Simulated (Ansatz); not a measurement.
**Convergence study of the k-point mesh at a smearing width of 0.05 eV for HfN (I4mm, 2 atoms in the cell)**

```
HfN
1.0
    0.00000     2.24870     2.24870
    2.24870     0.00000     2.24870
    2.24870     2.24870     0.00000
Hf N
1 1
Direct
  0.01112   0.01112   0.98888
  0.50000   0.50000   0.50000
```

Computed with PBEsol, default PAW files made with PBE (plane waves; Ansatz, a quantum-chemistry and plane-wave program).

Base settings: basis.ecutwfc = 420 eV; kpoints.mp_grid.grid = 13 13 13; hamiltonian.xc = pbesol; hamiltonian.pseudopotentials = {kind: paw} (the program's default PAW files); scf.occupations.method = fermi_dirac; scf.occupations.width = 0.1 eV.

In this ladder: scf.occupations.width = 0.05 eV.

The second cell is the first with its lattice scaled by 0.98.

Only quantities that move along the ladder and can be compared are tabulated.

The count of work is k-points × plane waves × bands × iterations; it is no time. 

The starting cell has typed, rounded lattice constants, without a prior relaxation at this level. Its lattice was rescaled by up to half a per cent. One atom was moved a little off its site on purpose. Ansatz's pressure includes its estimate of the finite-basis (Pulay) stress.

| kpoints.mp_grid.grid | free energy less the last step's (meV/atom) | energy of the compressed cell less the first (meV/atom) | pressure (GPa) | largest difference of a force vector from the last step's (eV/Å) | count of work / last |
|---|---|---|---|---|---|
| 5 5 5 | -9.10 | 43.50 | 1.06 | 0.032 | 0.0077 |
| 6 6 6 | -18.12 | 43.56 | 1.02 | 0.013 | 0.013 |
| 8 8 8 | 7.82 | 45.31 | 1.40 | 0.001 | 0.030 |
| 9 9 9 | -4.07 | 44.11 | 1.14 | 0.017 | 0.038 |
| 11 11 11 | 2.51 | 44.32 | 1.20 | 0.007 | 0.063 |
| 14 14 14 | 1.40 | 44.25 | 1.18 | 0.004 | 0.12 |
| 17 17 17 | 0.52 | 44.03 | 1.14 | 0.002 | 0.20 |
| 20 20 20 | 0.27 | 44.05 | 1.14 | 0.001 | 0.32 |
| 25 25 25 | -0.17 | 44.01 | 1.13 | 0.001 | 0.59 |
| 30 30 30 | 0.00 | 44.04 | 1.13 | 0.000 | 1.0 |

Coarsest kpoints.mp_grid.grid that holds the free energy within 5 meV/atom of the last step, with all finer ones: 9 9 9, at 0.038 of the last step's count of work; the step before is off by 7.8 meV/atom.

Coarsest kpoints.mp_grid.grid that holds the pressure within 0.2 GPa of the last step, with all finer ones: 9 9 9, at 0.038 of the last step's count of work; the step before is off by 0.26 GPa.

Coarsest kpoints.mp_grid.grid that holds the energy of the compressed cell less the first within 1 meV/atom of the last step, with all finer ones: 9 9 9, at 0.038 of the last step's count of work; the step before is off by 1.3 meV/atom.

The energy difference between the two cells stays within 1 meV/atom of the last step's from 9 9 9 on, the total only from 17 17 17 on: much of the error is common to both cells and cancels.

Keys are those of Ansatz 0.2.
